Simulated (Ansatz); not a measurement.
System: O vacancy in monoclinic HfO2 strained by -1.5 % along x and y, z held (charge state +2). All values below come from PBE, PAW (plane waves to 420 eV; Ansatz, an electronic-structure program).

96-site cell at the strained lattice (strain from the relaxed PBE one, atoms relaxed), the Γ point alone, smearing 0.01 eV, spin-restricted, no finite-size correction. No zero-point or tunnelling terms. Spin-orbit coupling is left out. The charge state is imposed; whether it is stable for some Fermi level was not computed. Forms of the defect that were not tried may lie lower.

Barriers: single points on a 2×2×2 k-point mesh shifted by half a step at the bands' geometries.

The step: one O atom jumps into the vacancy from a nearby O site. Atoms about the jump, Cartesian Å from the middle of the jump, before and after:

```csv
atom,x0,y0,z0,x1,y1,z1
O1,0.87,0.21,0.36,-0.87,-0.21,-0.36
Hf2,0.20,1.41,-1.28,0.01,1.33,-1.33
Hf3,-0.33,-0.97,1.60,-0.48,-0.96,1.53
O4,0.66,-2.39,0.26,0.75,-2.33,0.25
O5,-2.04,-1.87,1.01,-2.12,-1.95,1.18
Hf6,-3.01,-1.39,-0.79,-2.79,-1.29,-0.76
O7,1.70,0.18,-2.19,1.64,0.16,-2.06
O8,-1.53,0.58,2.14,-1.57,0.59,2.22
Hf9,2.26,-1.31,-0.76,2.37,-1.40,-0.81
O10,0.73,2.77,0.24,0.83,2.38,0.28
O11,-0.75,0.42,-2.86,-0.67,0.61,-3.15
O12,-1.58,-2.62,-1.52,-1.59,-2.76,-1.45
O13,-1.65,2.22,-1.36,-1.67,2.36,-1.52
```

Q: Give the saddle-point geometry and the barrier.

A: 
| atom | x | y | z |
|---|---|---|---|
| O1 | -0.38 | -0.19 | -0.22 |
| Hf2 | 0.06 | 1.38 | -1.34 |
| Hf3 | -0.48 | -0.98 | 1.59 |
| O4 | 0.74 | -2.45 | 0.29 |
| O5 | -2.13 | -1.96 | 1.10 |
| Hf6 | -2.90 | -1.35 | -0.77 |
| O7 | 1.68 | 0.18 | -2.13 |
| O8 | -1.61 | 0.55 | 2.24 |
| Hf9 | 2.28 | -1.38 | -0.79 |
| O10 | 0.82 | 2.48 | 0.28 |
| O11 | -0.71 | 0.57 | -3.09 |
| O12 | -1.59 | -2.70 | -1.47 |
| O13 | -1.69 | 2.31 | -1.47 |
It lies 0.87 eV above the start and 0.14 eV above the end. The saddle point's order was not checked.
